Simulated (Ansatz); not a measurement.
For AlPt3 (I4/mcm, No. 140, 8 atoms in the cell; start mp-1080448), LDA in Ansatz (PAW) gives:

```
Item                           Result
---------------------  --------------
lattice constant a            5.417 Å
lattice parameter c           7.788 Å
bulk modulus B0               264 GPa
enthalpy of formation  -0.724 eV/atom
```

**Question.** What does PBEsol (PAW; Ansatz, a program for electronic structure) give for the same quantities?

**Answer.** 
- lattice constant a: 5.455 Å (increases by 0.7 %)
- lattice parameter c: 7.828 Å (goes up by 0.5 %)
- bulk modulus: 249 GPa (shrinks by 5.7 %)
- formation enthalpy: -0.707 eV/atom (moves by +0.017 eV/atom)

Changes are worked out from the printed values.

Unless a cell is named, each level is at its own relaxed cell (LDA 14.28, PBEsol 14.56 Å³/atom).

Levels without +SOC leave out spin–orbit coupling, which shifts energies and cells of such heavy elements.

Caveats: the bulk modulus is −V dP/dV from two relaxed cells at ±2 % in volume (LDA, PBEsol); the relaxation could not lower the start's symmetry, so the cell can be a saddle point above a distorted one (LDA, PBEsol). Ansatz's density-functional and Hartree–Fock values are scalar-relativistic unless marked +SOC, with PAW data made under PBE.

A start named mp-… is a Materials Project structure, which need not be a measured phase.
